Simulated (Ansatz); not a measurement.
Levels about the gap of amorphous Si$_{10}$Al$_{16}$O$_{44}$ (70 atoms in a cell of 988 Å³, 2.38 g/cm³; zone centre alone, so wide bands show as single levels with stretches between that a denser mesh fills), at the geometry that PBE relaxed, where it gives -0.1 GPa on a denser mesh. The participation number counts the atoms over which a state spreads; weights are charges in smoothed Voronoi cells. The levels come from a single point, so bond lengths are those of that geometry. Method of the levels: PBE, scalar-relativistic without spin-orbit coupling (Ansatz, an electronic-structure program). Sampling: the zone centre alone; Fermi-Dirac width 0.02 eV; no spin polarisation. At PBE the levels at the filled edge of the gap are localised (band-tail or defect states), and the nearest spread-out levels lie 4.2 eV apart at the zone centre.

A CHGNet melt-quench gave the starting glass, which DFT then relaxed. O atoms were pushed apart under 1.9 Å during the dynamics, to hinder bonds among them. The hot cell started wider than the set density and was brought back towards it in steps. It is the lowest in DFT energy of 2 quenches. It is a model cell: composition and starting density were chosen by hand, and all elements were melted together. No dispersion term was used. Its density started from a set value of 2.35 and ended at 2.38 g/cm³. The quench (nominally 83 K/ps over its main leg) was far faster than any real one, so the model tends to hold more defects than a real film. One small periodic cell is one sample of the glass; other quenches scatter about these values. The volume was free in the relaxation, at fixed shape. Stress components on the final sampling reach 1.3 GPa.

```tsv
E - E(highest filled), eV	filling	participation number	largest on	weight O	weight Al	weight Si
-0.45	filled	10.8	O, 2 neighbours	0.95	0.04	0.01
-0.38	filled	15.9	O, 2 neighbours	0.95	0.03	0.02
-0.35	filled	15.4	O, 2 neighbours	0.95	0.02	0.03
-0.28	filled	14.9	O, 2 neighbours	0.96	0.02	0.02
-0.27	filled	12.7	O, 2 neighbours	0.96	0.02	0.02
-0.18	filled	9.4	O, 2 neighbours	0.95	0.03	0.02
0.00	filled	2.9	O, 2 neighbours	0.95	0.04	0.01
3.91	empty	56.8	Al, 4 neighbours	0.62	0.31	0.07
5.46	empty	31.1	Al, 3 neighbours	0.58	0.40	0.02
5.59	empty	22.3	Al, 4 neighbours	0.58	0.38	0.05
5.97	empty	32.1	Al, 4 neighbours	0.61	0.29	0.10
6.01	empty	32.0	Al, 5 neighbours	0.62	0.33	0.05
6.36	empty	17.7	Al, 3 neighbours	0.59	0.37	0.05
6.41	empty	38.6	Al, 4 neighbours	0.62	0.31	0.07
```

Most localised among these is the filled level at +0.00 eV, on a O atom, which has 2 neighbours (Al 1.69 Å, Al 1.77 Å).
